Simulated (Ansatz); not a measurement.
Consider WSi$_{2}$ (space group I4/mmm, No. 139; a = 3.2024 Å, c = 7.8177 Å; relaxed with 0.1 eV smearing). Axes: x, y, z lie along a, b, c of the conventional cell.

Calculations: PBEsol, PAW, 420 eV (Ansatz, an electronic-structure program; spin-orbit coupling left out).

Now apply this change: uniaxial strain ε_zz = −2.00 %, all other strain components held at zero, atoms relaxed at fixed cell.

Q: Predict the stress tensor and what it implies for the stiffness.

A: Stress of the strained cell less that of the base (GPa, compression positive):
```
    2.1     0.0     0.0
    0.0     2.1     0.0
    0.0     0.0    12.2
```

Then −Δσ_ii/ε with ε = -0.0200 gives secant stiffness values (nonlinear terms included at this strain): C33 ≈ 610 GPa, C13 ≈ 106 GPa and C23 ≈ 106 GPa.

As a check, the harmonic strain energy −½ V₀ Δσ:ε is 10 meV/atom; the computed energy rise is 9.8 meV/atom.

Whether these cells are dynamically stable was not tested. The final runs are not spin-polarised.
